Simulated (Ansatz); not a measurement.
Response to strain in hypothetical rutile WSe2

Consider WSe2 in the rutile structure (space group P4_2/mnm, No. 136; a = 6.1506 Å, c = 3.3110 Å; a hypothetical phase, not in the database extracts checked). Axes: x, y, z lie along a, b, c of the conventional cell.

Strains are applied to the cell and any free atomic positions relax; under biaxial strain the out-of-plane vector relaxes too; under stress the whole cell relaxes.

Calculations: Ansatz (a quantum-chemistry and plane-wave program), PBEsol, PAW, cutoff 420 eV, no spin-orbit coupling.

```json
[
 {"change": "base", "shortest interatomic distance": "2.476 Å", "space group": "P4_2/mnm (No. 136)"},
 {"change": "biaxial strain −0.72 %, plane normal [001], relaxed out of plane", "shortest interatomic distance": "2.464 Å", "space group": "P4_2/mnm (No. 136)"},
 {"change": "biaxial strain +2.46 %, plane normal [001], relaxed out of plane", "shortest interatomic distance": "2.521 Å", "space group": "P4_2/mnm (No. 136)"},
 {"change": "uniaxial stress, 0.5 GPa tension along x", "shortest interatomic distance": "2.491 Å", "space group": "Pnnm (No. 58)"}
]
```

Without a gap, meshes like the base's 8×8×14 leave anisotropic stresses uncertain by several tenths of a GPa, and small strain energies with them. Beyond what the load breaks, stability against distortions was not tested. The final runs are not spin-polarised. Under uniaxial stress, 0.5 GPa tension along x the cell ends below the base's energy or with stress of the wrong sign: the atoms slid into a distortion or the cell is elastically unstable, so the base is not a stable minimum at this level. WSe2 has a high density of states at the Fermi level and may be magnetic at this level.
